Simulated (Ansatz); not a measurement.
## A computed series for InP: response to strain

The parent structure is InP in the zinc blende structure (space group F-43m, No. 216).

```yaml
crystal:
  lattice:
    - [0.00000, 2.93928, 2.93928]
    - [2.93928, 0.00000, 2.93928]
    - [2.93928, 2.93928, 0.00000]
  atoms:
    - { symbol: P, position: [0.25000, 0.25000, 0.25000] }
    - { symbol: In, position: [0.00000, 0.00000, 0.00000] }
```

Cartesian axes are those of the cell as printed.

Strains are applied to the cell and any free atomic positions relax; under biaxial strain the out-of-plane vector relaxes too; under stress the whole cell relaxes.

Calculations: PBEsol in Ansatz (plane waves to 420 eV, PAW, scalar-relativistic without spin-orbit coupling).

Candidates:
(a) biaxial strain −3.70 %, plane normal [001], relaxed out of plane
(b) uniaxial stress, 3 GPa tension along z
(c) uniaxial strain ε_zz = +1.82 %

Notes on the quantities. energy relative to the base: free energy F.

Problem. Order them by energy relative to the base, highest first.

Solution. (a) biaxial strain −3.70 %, plane normal [001], relaxed out of plane (+21 meV/atom), (b) uniaxial stress, 3 GPa tension along z (+11 meV/atom), (c) uniaxial strain ε_zz = +1.82 % (+2.5 meV/atom)

Stability under load was not tested beyond the relaxation.

Ansatz is a quantum-chemistry and plane-wave program.
